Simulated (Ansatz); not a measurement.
Data:

```yaml
crystal:
  lattice:
    - [-1.88836, 1.88836, 4.79022]
    - [1.88836, -1.88836, 4.79022]
    - [1.88836, 1.88836, -4.79022]
  atoms:
    - { symbol: Ti, position: [0.50000, 0.50000, 0.00000] }
    - { symbol: Ti, position: [0.25000, 0.75000, 0.50000] }
    - { symbol: O, position: [0.29269, 0.29269, 0.00000] }
    - { symbol: O, position: [0.04269, 0.54269, 0.50000] }
    - { symbol: O, position: [0.45731, 0.95731, 0.50000] }
    - { symbol: O, position: [0.70731, 0.70731, 0.00000] }
```

No spin polarisation.

Calculations: r2SCAN (Ansatz, a program for electronic structure; PAW; 500 eV plane waves; scalar-relativistic without spin-orbit coupling), earlier PAW set. Γ-centred 12×12×12 mesh, Fermi–Dirac width 0.05 eV.

Question: Predict the gap character, band gap and width of the top valence band.

Answer: Gap character: indirect, Γ–X (87 % along) → Γ
Band gap: 2.53 eV
Width of the top valence band: 0.86 eV

Load acts through the strain it causes; cell and atoms are relaxed under it. Whether these cells are dynamically stable was not tested. All final runs are without spin polarisation. The cell was made from TiO₂ in the anatase structure (space group I4_1/amd, No. 141) by this change: pressure 0.3 GPa.
